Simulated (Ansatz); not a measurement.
GaN (P6_3mc), r2SCAN with spin-orbit coupling, rigid bands in Ansatz (an electronic-structure program): Condition of this run: biaxial stress in the c plane of 8 GPa (compression positive) (the target of the relaxation). band gap 2.41 eV, N_c = 2.22e18 cm⁻³ and N_v = 7.29e19 cm⁻³ at 300 K, conductivity masses along z (a = (3.13, 0.00, 0.00) Å; b = (-1.56, 2.71, 0.00) Å; c = (0.00, 0.00, 5.23) Å) of 0.178 mₑ (electrons) and 2.06 mₑ (holes). Take k_BT = 0.02585 eV.

**Question.** A film of it is 5 nm thick, with its normal along the direction named. Estimate the confinement energies in an infinite well.

**Answer.** ħ²π²/(2m t²) = 0.376 eV·nm²/(m/mₑ × t²) gives 84.5 meV for electrons and 7.30 meV for holes, so the gap would widen to about 2.50 eV. Finite barriers and nonparabolic bands lower this, and with several valleys or bands the heaviest mass along the normal sets the lowest level, not this average.

**Question.** What thermal injection velocity √(2k_BT/πm) limits a ballistic channel along the direction named?

**Answer.** 1.28e7 cm/s for electrons and 3.75e6 cm/s for holes, a ratio of √(m_h/m_e) = 3.40, for dilute carriers.

**Question.** Find the intrinsic carrier density and the intrinsic Fermi level.

**Answer.** n_i = √(N_c N_v) exp(−E_g/2k_BT) = 1.27e19 × exp(−46.61) = 7.3e-2 cm⁻³. The level lies (k_BT/2) ln(N_v/N_c) = 45 meV from mid-gap (positive towards the conduction band). Each 0.1 eV added to the gap lowers n_i by a factor of 6.9.

Rigid, parabolic bands with the computed gap; masses take one relaxation time for all states. Geometry: cell and atoms relaxed with PBEsol.
